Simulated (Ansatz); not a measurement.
A self-consistent single point of a (100) slab of Hf (cut from a parent of space group no. 225; 4 atoms in the cell) with Ansatz (a first-principles code).

Computed with LDA (PW92), default PAW files made with PBE (plane waves; Ansatz).

```yaml
crystal:
  lattice:
    - [3.17695, 0.00000, 0.00000]
    - [-3.17695, 3.17695, 0.00000]
    - [0.00000, 0.00000, 20.73929]
  atoms:
    - { symbol: Hf, position: [0.00000, 0.00000, 0.44584] }
    - { symbol: Hf, position: [0.00000, 0.50000, 0.33752] }
    - { symbol: Hf, position: [0.00000, 0.00000, 0.66248] }
    - { symbol: Hf, position: [0.00000, 0.50000, 0.55416] }
```

Reference input (self-consistent single point, DFT, LDA (PW92), plane waves, default PAW files made with PBE): basis.ecutwfc = 420 eV; kpoints.mp_grid.grid = 13 13 1; hamiltonian.xc = lda; hamiltonian.pseudopotentials = {kind: paw} (the program's default PAW files); scf.occupations.method = fermi_dirac; scf.occupations.width = 0.1 eV. This run's input differs from it in these lines:

Ansatz 0.2 input:
```diff
@@ -11,3 +11,3 @@
 basis:
-  ecutwfc: 420.0
+  ecutwfc: 210.0
 kpoints:
```

Log, with long lists cut:

```
SCF iter   1: F=—  HF=-61892.778312 eV  |F-HF|=—  |Δ(HF+E_count)|=         —  Δρ=2.74e-2  dr2=1.90e0  ethr=1.77e-3  ⟨swp⟩=4.5  Hψ=5467  notcnv=0
all-band conjugate gradients solve this SCF's bands
preconditioner: auto → LDOS
SCF iter   2: F=—  HF=-61889.223461 eV  |F-HF|=—  |Δ(HF+E_count)|=    3.55e0  Δρ=3.34e-2  dr2=2.06e0  ethr=1.77e-3  ⟨swp⟩=3.0  Hψ=3925  notcnv=0  defer=3
   [... lines left out ...]
SCF iter   7: F=—  HF=-61888.109073 eV  |F-HF|=—  |Δ(HF+E_count)|=   1.79e-5  Δρ=5.47e-5  dr2=2.47e-5  ethr=1.37e-7  ⟨swp⟩=2.0  Hψ=3128  notcnv=0  defer=3
SCF iter   8: F=—  HF=-61888.109070 eV  |F-HF|=—  |Δ(HF+E_count)|=   2.81e-6  Δρ=2.23e-5  dr2=2.27e-6  ethr=2.38e-8  ⟨swp⟩=2.0  Hψ=2918  notcnv=0  defer=3
SCF iter   9: F=—  HF=-61888.109070 eV  |F-HF|=—  |Δ(HF+E_count)|=   1.15e-7  Δρ=8.14e-6  dr2=3.51e-7  ethr=2.18e-9  ⟨swp⟩=2.1  Hψ=3231  notcnv=0  defer=3
SCF iter  10: F=-61888.109070 eV  HF=-61888.109070 eV  |F-HF|=3.51e-9  |Δ(HF+E_count)|=   2.02e-8  Δρ=2.75e-6  dr2=3.22e-8  ethr=9.62e-11  ⟨swp⟩=6.8  Hψ=6198  notcnv=0
SCF 1 converged in 10 iterations: F = -61888.109070 eV  dr2 = 3.22e-8
Free energy (F): -61888.109070 eV
Internal energy: -61887.845260 eV  (E = F + TS)
E sigma→0 (E₀):  -61887.977165 eV
Entropy (-TS):   -0.263810 eV (-65.952 meV/atom)
Fermi energy:    5.952797 eV
--- Forces (eV/Å), atoms counted from 1 ---
  atom   1  Hf     0.00000000     0.00000000    -0.88780703
  atom   2  Hf     0.00000000    -0.00000000     1.53012794
  atom   3  Hf     0.00000000     0.00000000    -1.53012794
  atom   4  Hf     0.00000000     0.00000000     0.88780703
--- Stress (GPa, compression-positive) ---
       -8.288803       0.000000       0.000000
        0.000000      -8.288803       0.000000
        0.000000       0.000000      -6.367799
  P = ⅓ Tr σ = -7.6485 GPa (-76.485 kbar)
  The stress holds the Pulay correction. Without it, at fixed plane waves, as pw.x and ABINIT print it: P = -66.0438 GPa
```

The run converged in 10 iterations. Against the reference run the free energy goes up by 4.10 eV/atom and the largest force goes from 1.251 to 1.530 eV/Å.

The starting cell comes from a database of computed structures (which also holds hypothetical and non-ambient phases and stackings), without a prior relaxation at this level. The slab is cut from that crystal, and its faces are unrelaxed. Its lattice was rescaled by up to half a per cent. Spin-orbit coupling is off. Forces in this geometry exceed 1 eV/Å. The cutoff lies below the one recommended for these files.
